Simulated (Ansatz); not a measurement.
We consider TiO2 (Pbca, No. 61), described by r²SCAN in Ansatz (plane waves, PAW).

Settings: plane-wave cutoff 600 eV, 8×4×6 k mesh (along the axes of the cell as run), no spin polarisation, scalar-relativistic PAW data made under PBE.

Computed at the level's own relaxed cell.

```
TiO2
1.0
    5.13474     0.00000     0.00000
    0.00000     9.18815     0.00000
    0.00000     0.00000     5.45385
Ti O
8 16
Direct
  0.13819   0.12897   0.90563
  0.63819   0.37103   0.09437
  0.86181   0.62897   0.59437
  0.36181   0.87103   0.40563
  0.86181   0.87103   0.09437
  0.36181   0.62897   0.90563
  0.13819   0.37103   0.40563
  0.63819   0.12897   0.59437
  0.81708   0.01016   0.85095
  0.31708   0.48984   0.14905
  0.18292   0.51016   0.64905
  0.68292   0.98984   0.35095
  0.18292   0.98984   0.14905
  0.68292   0.51016   0.85095
  0.81708   0.48984   0.35095
  0.31708   0.01016   0.64905
  0.46457   0.23026   0.88994
  0.96457   0.26974   0.11006
  0.53543   0.73026   0.61006
  0.03543   0.76974   0.38994
  0.53543   0.76974   0.11006
  0.03543   0.73026   0.88994
  0.46457   0.26974   0.38994
  0.96457   0.23026   0.61006
```

Q: Give the elastic tensor (Voigt notation, GPa, ions relaxed, in the Cartesian axes of the cell as printed).

A: 
```
  316.7   177.2   152.9     0.0     0.0     0.0
  177.2   313.9   165.5     0.0     0.0     0.0
  152.9   165.5   323.2     0.0     0.0     0.0
    0.0     0.0     0.0    88.8     0.0     0.0
    0.0     0.0     0.0     0.0   109.3     0.0
    0.0     0.0     0.0     0.0     0.0   105.1
```

Note: the relaxation could not lower the start's symmetry, so the cell can be a saddle point above a distorted one.

Static lattice: no zero-point or thermal effects.

Ansatz is a program for electronic structure.
